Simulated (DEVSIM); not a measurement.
Structure: TaN/La2O3/p-Si capacitor, at 300 K.

```
layer (left to right)  material  thickness (nm)  Na (cm⁻³)
---------------------  --------  --------------  ---------
1                         La2O3            2.60          -
2                            Si            1400     1.6e17
```

Metal gate on the left, work function 4.4 eV. Fixed charge at the semiconductor interface 2.8e12 cm⁻² (in units of +e); interface traps 3.6e12 cm⁻² eV⁻¹, uniform in energy, neutral level at 0.3 of the gap above the valence band.

This is a model device: material constants are rounded textbook-type values typed into the input, and sizes, dopings and lifetimes were drawn at random. Values at 300 K; Nc and Nv go as T^1.5, mobilities as T to minus their exponent, the gap by Varshni's rule with the affinity fixed.

```
parameter         La2O3        Si
----------------  -----  --------
gap (eV)            5.8     1.124
affinity (eV)       1.8      4.05
permittivity         27      11.7
Nc (cm⁻³)             -   2.86e19
Nv (cm⁻³)             -    3.1e19
Varshni α (eV/K)      -  0.000473
Varshni β (K)         -       636
```

Model (solved in DEVSIM): 1D Poisson equation in equilibrium, Boltzmann statistics, complete ionisation; no quantum confinement or tunnelling. Metal contacts follow the ideal Schottky-Mott rule: no Fermi-level pinning, no interface dipoles.

The temperature was swept, all else fixed.

```csv
temperature (K),flat-band voltage (V),minimum of the low-frequency capacitance (μF/cm²),threshold voltage (band bending 2φF) (V)
250,-0.74,0.659,(withheld)
300,-0.70,0.663,0.23
350,-0.65,0.672,0.20
400,-0.61,0.683,0.16
450,-0.56,0.695,0.13
500,-0.51,0.717,0.09
```

Problem. What belongs in the gaps?

Solution. 
- 250, threshold voltage (band bending 2φF) (V): 0.26
